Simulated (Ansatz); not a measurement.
# Li on the 1x1 (0001) surface of hcp Ru, one in a 2x2 cell, started at the site 'hollow Ru-Ru-Ru'

All values below come from PBE (plane waves to 420 eV, PAW; Ansatz, a quantum-chemistry and plane-wave program).

Model: 17-atom slab, 6.3 Å thick at the start under the adsorbate (thin: gaps and levels are the slab's own), 6x6x1 mesh, Fermi-Dirac 0.1 eV, dipole correction, 8 atoms held, the rest relaxed; start symmetry kept, larger cells not searched; no spin, no spin-orbit, no U, no dispersion correction. At the end it is bonded to 3 Ru. In PBE it is, or lies within 0.03 eV of, the lowest of the starts that converged.

* **adsorption energy against an atom of bcc Li**: -0.87 eV
* **work function of the top face**: 2.37 eV
* **change of the work function**: -2.62 eV
* **change of the step from the bottom to the top vacuum level, against the clean slab**: -2.65 eV
* **energy released by relaxation**: 0.055 eV
* **height of the binding atom over the mean of the host atoms within 0.3 Å of the top one**: 2.157 Å
* **nearest host atoms of the binding atom**: Ru at 2.69 Å, Ru at 2.69 Å, Ru at 2.69 Å
* **largest move of a host atom**: 0.03 Å
* **cost**: roughly 2.8 core-minutes

A negative adsorption energy means that the adsorbate is more stable on the surface than in its reference.
